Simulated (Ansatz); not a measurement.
# Point defect Cu on the Sn site in beta tin

Calculation: PBE, PAW (plane waves to 420 eV; Ansatz, a quantum-chemistry and plane-wave program). Details: 32-site cell; 5×5×3 Γ-centred k-points; start: the Sn site; no spin–orbit coupling; no Hubbard U; energies good to tenths of an eV; the relaxation kept the symmetry of the starting site.

Neighbours after relaxation, in Å: of the Cu atom: Sn 2.77, Sn 2.77, Sn 2.77, Sn 2.77, Sn 2.88, Sn 2.88.

Formation energies E_f are those of the neutral cell. Chemical conditions: host crystal and elements as references (Δμ(Sn) = 0.00 eV, Δμ(Cu) = 0.00 eV; Cu taken from its element, since no compound that bounds it was computed at this level; only phases computed here count, gases as isolated molecules at 0 K). Reference phases: Cu: fcc Cu, Sn: beta tin.

```csv
charge,moment (μB),largest move off a lattice site (Å),"E_f, host crystal and elements as references (eV)"
0,not spin-polarised,0.34,0.50
```

All states together cost very roughly 40 core-minutes.
